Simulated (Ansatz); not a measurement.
# Converging shifted k-point meshes: TiCo (P4mm, 2 atoms in the cell)

```
TiCo
1.0
    2.98103     0.00000     0.00000
    0.00000     2.98103     0.00000
    0.00000     0.00000     2.98103
Ti Co
1 1
Direct
  0.00000   0.00000   0.01677
  0.50000   0.50000   0.50000
```

Level of theory: LDA (PW92), default PAW files made with PBE (plane waves; Ansatz, a quantum-chemistry and plane-wave program).

Base settings: basis.ecutwfc = 420 eV; kpoints.mp_grid.grid = 11 11 11; hamiltonian.xc = lda; hamiltonian.pseudopotentials = {kind: paw} (the program's default PAW files); scf.occupations.method = fermi_dirac; scf.occupations.width = 0.1 eV.

In this ladder: kpoints.mp_grid.shift = 0.5 0.5 0.5.

Only quantities that move along the ladder and can be compared are tabulated.

The count of work is k-points × plane waves × bands × iterations; it is no time. Core times come from one kind of shared machine, to one figure; runs under 30 s give none.

The starting cell has typed, rounded lattice constants, without a prior relaxation at this level. Its lattice was rescaled by up to half a per cent. One atom was moved a little off its site on purpose. Spin polarisation is off. In the base run, with a pressure of about -14 GPa the cell is away from its equilibrium volume at this level. Ansatz's pressure includes its estimate of the finite-basis (Pulay) stress.

```csv
kpoints.mp_grid.grid,free energy less the last step's (meV/atom),pressure (GPa),largest difference of a force vector from the last step's (eV/Å),count of work / last,core time / last (rough)
2 2 2,-321.33,-16.77,0.127,0.00038,–
3 3 3,138.18,-10.75,0.046,0.0023,–
4 4 4,17.76,-14.19,0.000,0.0019,–
5 5 5,-6.31,-14.21,0.000,0.0068,–
6 6 6,4.64,-14.30,0.025,0.0058,–
7 7 7,-7.46,-14.27,0.001,0.013,–
8 8 8,2.56,-13.96,0.004,0.013,–
9 9 9,-0.31,-14.10,0.003,0.024,–
10 10 10,0.65,-14.07,0.000,0.024,–
11 11 11,0.24,-14.15,0.002,0.041,–
12 12 12,-0.16,-14.12,0.000,0.041,–
13 13 13,0.12,-14.12,0.000,0.064,–
14 14 14,-0.15,-14.13,0.000,0.064,–
16 16 16,-0.06,-14.12,0.000,0.094,–
17 17 17,0.01,-14.12,0.000,0.13,–
19 19 19,-0.01,-14.12,0.000,0.18,–
21 21 21,-0.01,-14.12,0.000,0.24,–
24 24 24,0.00,-14.12,0.000,0.30,0.5
26 26 26,0.00,-14.12,0.000,0.38,0.7
29 29 29,0.00,-14.12,0.000,0.58,0.9
32 32 32,0.00,-14.12,0.000,0.71,1
36 36 36,0.00,-14.12,0.000,1.0,1
```

Coarsest kpoints.mp_grid.grid that holds the forces within 0.02 eV/Å of the last step, with all finer ones: 7 7 7, at 0.013 of the last step's count of work; the step before is off by 0.025 eV/Å.

Coarsest kpoints.mp_grid.grid that holds the free energy within 0.5 meV/atom of the last step, with all finer ones: 11 11 11, at 0.041 of the last step's count of work; the step before is off by 0.65 meV/atom.

Coarsest kpoints.mp_grid.grid that holds the pressure within 0.5 GPa of the last step, with all finer ones: 4 4 4, at 0.0019 of the last step's count of work; the step before is off by 3.4 GPa.

Keys are those of Ansatz 0.2.
